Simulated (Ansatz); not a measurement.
Base system: Ta₂O₅ (space group C2, No. 5; a cell from a computed database, its experimental status unchecked).

```
Ta2O5
1.0
    2.96222    -2.53816     0.00000
    2.96222     2.53816     0.00000
   -2.64989     0.00000     5.10193
Ta O
2 5
Direct
  0.23122   0.15098   0.29224
  0.84902   0.76878   0.70776
  0.63318   0.22415   0.65149
  0.77585   0.36682   0.34851
  0.24126   0.11196   0.95629
  0.88804   0.75874   0.04371
  0.27242   0.72758   0.50000
```

Cartesian axes are those of the cell as printed.

The change: uniaxial strain ε_zz = −0.50 %, all other strain components held at zero; the atoms relax in the strained cell.

Levels (all Ansatz, a quantum-chemistry and plane-wave program, PAW): PBEsol (420 eV, no spin-orbit coupling); r2SCAN (500 eV, no spin-orbit coupling); HSE06 (420 eV, without spin-orbit coupling).

One geometry, relaxed with PBEsol, under each level:

```csv
level,band gap,lowest conduction level above the VBM at special points,pressure
PBEsol,2.40 eV,V₂ 2.40 eV; M₂ 2.85 eV; Y₂ 2.87 eV; C₂ 2.87 eV,12.7 kbar
r2SCAN,?,?,?
HSE06,3.86 eV,V₂ 3.86 eV; M₂ 4.37 eV; Y₂ 4.36 eV; Γ 5.06 eV,–
```

Problem. Give the withheld r2SCAN results.

Solution. 
- r2SCAN, band gap: 2.84 eV
- r2SCAN, lowest conduction level above the VBM at special points: V₂ 2.84 eV; M₂ 3.33 eV; Y₂ 3.31 eV; C₂ 3.32 eV
- r2SCAN, pressure: 24.9 kbar

Single points use the geometry relaxed with PBEsol. Their cutoffs differ, which shifts pressures a little. HSE06 was sampled on its mesh, a few special points and the semilocal edge points, so its gap is an upper bound. Spin-orbit coupling, missing from the scalar runs, can matter with Ta. Whether these cells are dynamically stable was not tested.
